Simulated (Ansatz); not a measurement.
ZnSe (F-43m) under hydrostatic pressure: electron conductivity mass by r2SCAN with spin-orbit coupling, rigid bands (plane waves, PAW; Ansatz, a first-principles code). The unloaded cell, whose axes the loads refer to:

```cif
data_Se4Zn4
_chemical_formula_sum 'Zn4 Se4'
_space_group_name_H-M_alt 'F-43m'
_space_group_IT_number 216
_space_group_name_Hall 'F -4 2 3'
_cell_length_a 5.66578
_cell_length_b 5.66578
_cell_length_c 5.66578
_cell_angle_alpha 90.000
_cell_angle_beta 90.000
_cell_angle_gamma 90.000
loop_
_atom_site_label
_atom_site_type_symbol
_atom_site_symmetry_multiplicity
_atom_site_Wyckoff_symbol
_atom_site_fract_x
_atom_site_fract_y
_atom_site_fract_z
_atom_site_occupancy
Zn1 Zn 4 a 0.00000 0.00000 0.00000 1
Se1 Se 4 c 0.25000 0.25000 0.25000 1
```
(The calculation used a cell of 2 atoms; values per cell refer to that cell.)

```tsv
hydrostatic pressure (GPa)	volume per atom (Å³)	electron conductivity mass (mₑ)
-2	23.50	0.128
0	22.73	0.133
2	22.09	0.137
5	21.28	0.143
10	20.20	?
```

Q: Fit a straight line to ln(electron conductivity mass) against the load over the rows given, and predict the row at 10 GPa.

A: The means are x̄ = 1.250 GPa and ȳ = -2.0015; Σ(x − x̄)(y − ȳ) = 0.4186 and Σ(x − x̄)² = 26.75, so the slope is 1.56 % per GPa, and the rows given lie within 0.36 % of the line. At 10 GPa the line gives 0.155 mₑ; the calculation gives 0.150 mₑ, 3.3 % from it, so the trend bends or changes character over this range.

Masses are for dilute carriers at 300 K, harmonic means over directions unless an axis is named. Stresses and pressures are the targets of the relaxation. The structure type is held at every load. Geometry: cell and atoms relaxed with r2SCAN.
